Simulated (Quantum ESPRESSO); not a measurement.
Worked example: relaxation of the atoms of a sheet of SnO (4 atoms in the cell) in Quantum ESPRESSO.

Level of theory: PBE, PseudoDojo standard norm-conserving (PBE) pseudopotentials (plane waves; Quantum ESPRESSO 7.5).

Input as run:

```fortran
&CONTROL
   calculation = 'relax',
   prefix = 'run',
   outdir = './out',
   pseudo_dir = './',
/
&SYSTEM
   ibrav = 0,
   celldm(1) = 7.1517535563,
   nat = 4,
   ntyp = 2,
   ecutwfc = 85,
   occupations = 'smearing',
   smearing = 'cold',
   degauss = 0.019992,
/
&ELECTRONS
   conv_thr = 1.0d-10,
   mixing_beta = 0.3,
/
&IONS
/
ATOMIC_SPECIES
Sn   118.7100  Sn.upf
O     15.9990  O.upf
ATOMIC_POSITIONS {crystal}
Sn    0.5000000000    0.0000000000    0.5685760000
Sn    0.0000000000    0.5000000000    0.4314240000
O     0.0000000000    0.0000000000    0.5000000000
O     0.5000000000    0.5000000000    0.5000000000
K_POINTS {automatic}
5 5 1  0 0 0
CELL_PARAMETERS {alat}
   1.0000000000     0.0000000000     0.0000000000
   0.0000000000     1.0000000000     0.0000000000
   0.0000000000     0.0000000000     4.2872667652
```

The program printed (abridged):

```
     Self-consistent Calculation

     iteration #  1     ecut=    85.00 Ry     beta= 0.30

     total energy              =    -381.29760780 Ry
     estimated scf accuracy    <       1.17461867 Ry

     iteration #  2     ecut=    85.00 Ry     beta= 0.30

     total energy              =    -381.52426693 Ry
     estimated scf accuracy    <       0.05788101 Ry

     iteration #  3     ecut=    85.00 Ry     beta= 0.30

     total energy              =    -381.52712473 Ry
     estimated scf accuracy    <       0.01668168 Ry

   [... 9 blocks of this kind left out ...]

     iteration # 13     ecut=    85.00 Ry     beta= 0.30

     total energy              =    -381.52851145 Ry
     estimated scf accuracy    <          5.2E-10 Ry

     iteration # 14     ecut=    85.00 Ry     beta= 0.30
     End of self-consistent calculation

     the Fermi energy is     0.5013 ev

!    total energy              =    -381.52851145 Ry
     estimated scf accuracy    <          2.8E-11 Ry
     smearing contrib. (-TS)   =       0.00000000 Ry
     internal energy E=F+TS    =    -381.52851145 Ry

     convergence has been achieved in  14 iterations

     Forces acting on atoms (cartesian axes, Ry/au):

     atom    1 type  1   force =     0.00000000    0.00000000    0.06168537
     atom    2 type  1   force =     0.00000000    0.00000000   -0.06168537
     atom    3 type  2   force =     0.00000000    0.00000000    0.00000000
     atom    4 type  2   force =     0.00000000    0.00000000    0.00000000

     Total force =     0.087236     Total SCF correction =     0.000027

     BFGS Geometry Optimization
   [... lines left out ...]
     the Fermi energy is     0.4783 ev
!    total energy              =    -381.53799220 Ry
     Total force =     0.000002     Total SCF correction =     0.000003
     bfgs converged in   5 scf cycles and   4 bfgs steps
     Final energy             =    -381.5379922001 Ry
   [... lines left out ...]

     File ./out/run.bfgs deleted, as requested
Begin final coordinates

ATOMIC_POSITIONS (crystal)
Sn               0.5000000000        0.0000000000        0.5736427720
Sn               0.0000000000        0.5000000000        0.4263572280
O                0.0000000000        0.0000000000        0.5000000000
O                0.5000000000        0.5000000000        0.5000000000
End final coordinates

   JOB DONE.
```

The run converged.  The full log also holds: “SCF correction compared to forces is large: reduce conv_thr to get better values”.

Summary of the result:
```
Item                                                     Result
------------------------------------------------  -------------
Free energy E − TS                                -5191.0888 eV
Top of the valence band (on the code's own zero)       -1.10 eV
Gap on the k-point mesh                                 3.06 eV
Relaxation steps                                              4
```

The starting cell was generated: these elements placed on a structure prototype, without a prior relaxation; it need not be a known phase or ordering of this composition. Its lattice was rescaled in the plane by a random factor within 2.5 % of one. The relaxation keeps the symmetry of its start, so its end need not be a minimum.

Cost on one core of a shared machine: roughly 5 min.
